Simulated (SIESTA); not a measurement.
Band structure of InSe (P6_3/mmc, 8 atoms in the cell).

```yaml
crystal:
  lattice:
    - [4.01344, 0.00000, 0.00000]
    - [-2.00672, 3.47574, 0.00000]
    - [0.00000, 0.00000, 17.30644]
  atoms:
    - { symbol: In, position: [0.33333, 0.66667, 0.33030] }
    - { symbol: In, position: [0.66667, 0.33333, 0.66970] }
    - { symbol: In, position: [0.66667, 0.33333, 0.83030] }
    - { symbol: In, position: [0.33333, 0.66667, 0.16970] }
    - { symbol: Se, position: [0.33333, 0.66667, 0.59732] }
    - { symbol: Se, position: [0.66667, 0.33333, 0.40268] }
    - { symbol: Se, position: [0.66667, 0.33333, 0.09732] }
    - { symbol: Se, position: [0.33333, 0.66667, 0.90268] }
```

Computed with GGA PBE, numerical atomic orbitals TZP, PseudoDojo PBE standard norm-conserving potentials (rewritten from UPF to PSML) in SIESTA.

Settings: XC.functional = GGA; XC.authors = PBE; potentials = PseudoDojo PBE standard; PAO.BasisSize = TZP; PAO.EnergyShift = 0.005 Ry; MeshCutoff = 400 Ry; kgrid.MonkhorstPack = 5 5 1; OccupationFunction = FD; ElectronicTemperature = 50 meV; MaxSCFIterations = 150; SCF.Mixer.Method = Broyden; SCF.Mixer.Weight = 0.1; SCF.Mixer.History = 6; SCF.DM.Tolerance = 1.0E-04.

The starting cell comes from a database of computed structures (which also holds hypothetical and non-ambient phases and stackings), without a prior relaxation at this level. Its lattice was rescaled by a random factor within 2.5 % of one. Values carry the incompleteness of an atom-centred basis.

Q: Predict the gap along the standard path and the places of the band edges.

A: The gap along the path is 0.51 eV, direct at Γ to within 0.01 eV.

Levels in eV from the top of the valence band on the path, bands 55 to 59:
| point | 55 | 56 | 57 | 58 | 59 |
|---|---|---|---|---|---|
| Γ | -1.22 | -1.15 | -1.15 | 0.00 | 0.51 |
| M | -2.13 | -2.03 | -1.84 | -1.40 | 1.44 |
| K | -1.99 | -1.99 | -1.72 | -1.72 | 1.82 |
| A | -1.18 | -1.18 | -0.75 | -0.75 | 1.18 |
| L | -2.18 | -2.18 | -1.63 | -1.63 | 1.65 |
| H | -2.16 | -2.16 | -1.61 | -1.61 | 1.98 |

Higher empty bands are left out: an atom-centred basis made for the valence describes them poorly.
